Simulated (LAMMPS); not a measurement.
Molecular dynamics of CeO2 (fluorite), 324 atoms, at 1620 K and 5 GPa, heated as the crystal.

Computed with classical MD, Buckingham potential of Lewis and Catlow, J. Phys. C 18, 1149 (1985), first set, used with rigid ions (no shells), PPPM sums, short-range terms cut at 10 Å, modified for these runs by an r^-4 repulsive force inside the short-range force's maximum; code LAMMPS.

```
Item                                                                                                                                        Value
------------------------------------------------------------  -----------------------------------------------------------------------------------
state found                                                                                                   crystal; no diffusion seen in 21 ps
density                                                                                                                       6.919 ± 0.001 g/cm³
volume per atom                                                                                                            13.770 ± 0.003 Å³/atom
enthalpy per atom                                                                                                       -33.3533 ± 0.0003 eV/atom
first peak of g(r), Ce-O                                                                                                       2.27 Å, height 4.9
coordination number of Ce by O                                                                                            8.0 (counted to 3.54 Å)
coordination number of O by Ce                                                                                           4.00 (counted to 3.54 Å)
most common O-Ce-O angle                                       at the 3° bin centred on 70.5°, after smoothing over three bins (mean of all 101°)
most common Ce-O-Ce angle                                     at the 3° bin centred on 109.5°, after smoothing over three bins (mean of all 109°)
mean frequency of the vibrational (phonon) density of states                                                                             11.1 THz
cost                                                                                                        about 5 core-minutes (a rough figure)
```

Potential: Lewis and Catlow, J. Phys. C 18, 1149 (1985), first set; O-O C6 of 27.879 eV Å6 from the Catlow library, as the file leaves it open.

Caution: the potential ionic pair potential lewis1985a is fitted to static crystal properties with a polarisable anion, which is rigid here. Caution: a run this short can hold a crystal over, or a liquid under, the potential's own melting point, which these runs don't give.

States go by the mean squared displacement: a species diffuses where it passes 1.5 Å², still rises and gives D over 1e-6 cm²/s; a crystal has left its structure where atoms lie 0.35 Å off their sites on average or a cubic box changes its shape by 3 %, or the axial ratios of another lie 8 % off the starting cell's, which the potential's own relaxation can also do.

The ± values are statistical; the model's systematic error is not in them.

```csv
frequency (THz),"vibrational (phonon) density of states (1/THz), total","vibrational (phonon) density of states (1/THz), Ce","vibrational (phonon) density of states (1/THz), O"
0.1495,0.0001,0.0000,0.0001
0.7465,0.0011,0.0004,0.0007
1.344,0.0051,0.0023,0.0028
1.941,0.0183,0.0105,0.0077
2.538,0.0331,0.0178,0.0154
3.136,0.0671,0.0407,0.0263
3.732,0.0887,0.0601,0.0287
4.330,0.0981,0.0751,0.0230
4.927,0.0892,0.0690,0.0202
5.524,0.0762,0.0524,0.0238
6.122,0.0832,0.0524,0.0308
6.719,0.0789,0.0442,0.0347
7.316,0.0626,0.0269,0.0357
7.914,0.0567,0.0185,0.0382
8.511,0.0496,0.0129,0.0366
9.107,0.0424,0.0094,0.0329
9.705,0.0400,0.0080,0.0321
10.30,0.0377,0.0067,0.0310
10.90,0.0402,0.0062,0.0341
11.50,0.0430,0.0054,0.0375
12.09,0.0364,0.0036,0.0328
12.69,0.0325,0.0023,0.0302
13.29,0.0305,0.0016,0.0289
13.89,0.0303,0.0013,0.0291
14.48,0.0363,0.0010,0.0353
15.08,0.0414,0.0009,0.0405
15.68,0.0381,0.0008,0.0373
16.27,0.0322,0.0006,0.0315
16.87,0.0288,0.0006,0.0282
17.47,0.0262,0.0005,0.0256
18.07,0.0238,0.0005,0.0233
18.66,0.0249,0.0005,0.0244
19.26,0.0273,0.0007,0.0267
19.86,0.0267,0.0009,0.0258
20.45,0.0235,0.0010,0.0225
21.05,0.0199,0.0010,0.0189
21.65,0.0199,0.0010,0.0189
22.25,0.0267,0.0014,0.0252
22.84,0.0226,0.0012,0.0214
23.44,0.0273,0.0016,0.0256
24.04,0.0281,0.0022,0.0259
24.64,0.0142,0.0012,0.0130
25.23,0.0191,0.0021,0.0170
25.83,0.0086,0.0008,0.0078
26.43,0.0080,0.0010,0.0070
27.02,0.0045,0.0006,0.0039
27.62,0.0013,0.0001,0.0012
28.22,0.0009,0.0001,0.0008
28.82,0.0007,0.0001,0.0006
29.41,0.0005,0.0000,0.0005
```
